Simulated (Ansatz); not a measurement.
Take Te (space group P3_121, No. 152; a = 4.5209 Å, c = 5.9543 Å; made of chains) as the base.

Structures relaxed with plane-wave PAW DFT at the PBE level (Ansatz, a quantum-chemistry and plane-wave program, 420 eV), scalar-relativistic without spin-orbit coupling.

Base:

Simulated powder pattern, Cu Kα1, λ = 1.54056 Å (kinematic, ideal powder, no thermal factors, no anomalous dispersion; the 10 strongest lines at most, above 2 %, up to 2θ = 90°):

```csv
2θ (°),I/Imax (%),hkl
22.69,11,(100)
27.24,100,(101)
37.94,41,(012)
39.85,27,(110)
42.75,9.3,(111)
45.67,8.6,(003)
48.94,19,(021)
56.19,12,(202)
62.19,14,(113)
64.87,11,(211)
```

After one change:

Simulated powder pattern, Cu Kα1, λ = 1.54056 Å (kinematic, ideal powder, no thermal factors, no anomalous dispersion; the 10 strongest lines at most, above 2 %, up to 2θ = 90°):

```csv
2θ (°),I/Imax (%)
28.30,100
38.68,43
42.17,29
45.53,9.3
51.57,18
58.55,12
63.79,17
67.58,8.2
68.73,13
74.76,10.0
```

Q: Name the change that was made.
A) pressure 7.5 GPa
B) pressure 10 GPa
C) pressure 3 GPa
D) pressure −1 GPa

A: C, pressure 3 GPa. Its volume per atom is 31.61 Å³ against 35.13 Å³, and its space group is P3_121 (No. 152).

A case with no gap was solved on a k-mesh chosen for an insulator, which is coarse for it. Load acts through the strain it causes; cell and atoms are relaxed under it. No phonon test of stability was made. No other phases were tried under pressure. No dispersion term is included, though the crystal is made of layers, chains or molecules, so its spacings can come out too wide.
